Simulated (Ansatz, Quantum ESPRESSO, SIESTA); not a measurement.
# ScZn3 (P1, 8 atoms in the cell) computed with different codes at matched settings

Self-consistent single point, at a second geometry (atoms moved at random). First geometry:

```yaml
crystal:
  lattice:
    - [5.80685, 0.00000, 0.00000]
    - [-2.90342, 5.02888, 0.00000]
    - [0.00000, 0.00000, 4.28978]
  atoms:
    - { symbol: Sc, position: [0.33333, 0.66667, 0.75000] }
    - { symbol: Sc, position: [0.66667, 0.33333, 0.25000] }
    - { symbol: Zn, position: [0.84266, 0.68533, 0.75000] }
    - { symbol: Zn, position: [0.15734, 0.31467, 0.25000] }
    - { symbol: Zn, position: [0.15734, 0.84266, 0.25000] }
    - { symbol: Zn, position: [0.84266, 0.15734, 0.75000] }
    - { symbol: Zn, position: [0.31467, 0.15734, 0.75000] }
    - { symbol: Zn, position: [0.68533, 0.84266, 0.25000] }
```

Second geometry:
```
CELL_PARAMETERS angstrom
      5.80685     0.00000     0.00000
     -2.90342     5.02888     0.00000
      0.00000     0.00000     4.28978
ATOMIC_POSITIONS crystal
  Sc 0.35175 0.68152 0.75081
  Sc 0.67150 0.32615 0.23880
  Zn 0.83775 0.69614 0.75644
  Zn 0.16671 0.32299 0.25266
  Zn 0.15997 0.84668 0.26434
  Zn 0.84011 0.15757 0.73721
  Zn 0.30055 0.13561 0.75140
  Zn 0.67165 0.83336 0.24834
```

Shared settings, as Ansatz (a quantum-chemistry and plane-wave program) writes them: kpoints.mp_grid.grid = 5 5 5; scf.occupations.method = fermi_dirac; scf.occupations.width = 0.05 eV. Potentials and cutoffs stand in the table.

```tsv
code	model	ΔF from the first geometry (meV/atom)	pressure (GPa)	largest force (eV/Å)	cutoff
Quantum ESPRESSO	LDA (PZ), GBRV 1.5 ultrasoft (LDA) pseudopotentials	18.5	-3.40	0.921	50 Ry
Ansatz	LDA (PW92), PAW files made with PBE	18.5	-2.94	0.920	default
SIESTA	LDA PW92, numerical atomic orbitals DZP, PseudoDojo LDA standard norm-conserving potentials (rewritten from UPF to PSML)	21.7	-12.28	0.910	grid 400 Ry
```

Size of the force on each atom (eV/Å): Sizes of forces hide their directions.

| code | Sc1 | Sc2 | Zn3 | Zn4 | Zn5 | Zn6 | Zn7 | Zn8 |
|---|---|---|---|---|---|---|---|---|
| Quantum ESPRESSO | 0.921 | 0.509 | 0.484 | 0.129 | 0.380 | 0.361 | 0.559 | 0.412 |
| Ansatz | 0.920 | 0.508 | 0.476 | 0.132 | 0.377 | 0.363 | 0.551 | 0.420 |
| SIESTA | 0.910 | 0.513 | 0.457 | 0.516 | 0.622 | 0.585 | 0.671 | 0.800 |

The spread over the programs that give each value: ΔF from the first geometry within 3.2 meV/atom; pressure within 9.34 GPa; largest force within 0.011 eV/Å.

SIESTA uses small atom-centred bases, whose incompleteness enters pressures, forces and empty levels differently from a plane-wave cutoff. Ansatz's pressure is given at a fixed set of plane waves, as the other plane-wave codes print theirs; with its correction for the finite basis it is -2.90 GPa. The same LDA comes in different parametrisations, which differ slightly. In the pressure, SIESTA (by 9.11) lies more than 1 GPa from the median of the plane-wave programs. In the force vectors, SIESTA (by 0.438) lies more than 0.08 eV/Å from the median of the plane-wave programs.

The starting cell comes from a database of computed structures (which also holds hypothetical and non-ambient phases and stackings), without a prior relaxation at this level. Its lattice was rescaled by a random factor within 2.5 % of one. For this run, on top of that: atoms moved at random.

Keys are those of Ansatz 0.2.
